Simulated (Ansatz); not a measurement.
## CsCl-type TbRh

The numbers are results of PBEsol (PAW; Ansatz, an electronic-structure program), not measurements.

Run with plane-wave cutoff 520 eV, 16×16×16 k mesh, Fermi–Dirac smearing 0.05 eV, spin-polarised with parallel moments, scalar-relativistic PAW data made under PBE.

Cell: relaxed at this level.

```json
{
  "band_gap": "zero (no gap)",
  "equilibrium_lattice_constant_a": "3.367 Å",
  "bulk_modulus": "121 GPa"
}
```

Note: the magnetic order was assumed, not searched for or taken from measurement; the 4f shell is treated without U or exact exchange, so its levels and filling can be wrong; the bulk modulus is −V dP/dV from two relaxed cells at ±2 % in volume.

Spin–orbit coupling is not included.

The computed numbers hold no vibrational or temperature effects.
